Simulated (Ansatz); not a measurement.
# A computed series for WSe2: pressure series

Consider WSe2 in the 2H-MoS2 type structure (space group P6_3/mmc, No. 194; a = 3.231 Å, c = 12.411 Å; layered, stacked along the Cartesian z axis).

Cell and atoms are relaxed at each pressure.

Method: DFT with PBEsol-D3(BJ), PAW potentials and a 420 eV plane-wave cutoff in Ansatz (a first-principles code), no spin-orbit coupling.

Notes on the quantities. enthalpy: H = E + PV relative to the base's energy.

```
case              shortest interatomic distance  band gap   c/a ratio       enthalpy
----------------  -----------------------------  --------  ----------  -------------
base                                    2.511 Å   0.67 eV       3.842              –
pressure −2 GPa                         2.518 Å   0.80 eV       3.899  -0.24 eV/atom
pressure −1 GPa                         2.514 Å   0.73 eV       3.865  -0.12 eV/atom
pressure 3 GPa                          2.501 Å   0.54 eV       3.801  +0.34 eV/atom
pressure 7 GPa                          2.490 Å   0.40 eV       3.775  +0.78 eV/atom
pressure 15 GPa                         2.471 Å   0.18 eV       3.758  +1.63 eV/atom
pressure 30 GPa                         2.442 Å      zero       3.760  +3.10 eV/atom
pressure 50 GPa                         2.412 Å      zero       3.777  +4.92 eV/atom
pressure 75 GPa                         2.382 Å      zero       3.815  +7.03 eV/atom
pressure 100 GPa                     (withheld)      zero  (withheld)  +9.01 eV/atom
```

### Question
What belongs in the blanks?

### Answer

- pressure 100 GPa, shortest interatomic distance: 2.358 Å
- pressure 100 GPa, c/a ratio: 3.853

A case with no gap was solved on a k-mesh chosen for an insulator, which is coarse for it. Spin-orbit coupling, missing from the scalar runs, can matter with W. Load acts through the strain it causes; cell and atoms are relaxed under it. Stability against distortions was not tested. Competing high-pressure phases were not computed. All final runs are without spin polarisation. A zero or small gap of WSe2 under pressure 15 GPa, WSe2 under pressure 30 GPa and WSe2 under pressure 50 GPa can be the functional's error rather than a property of the material.
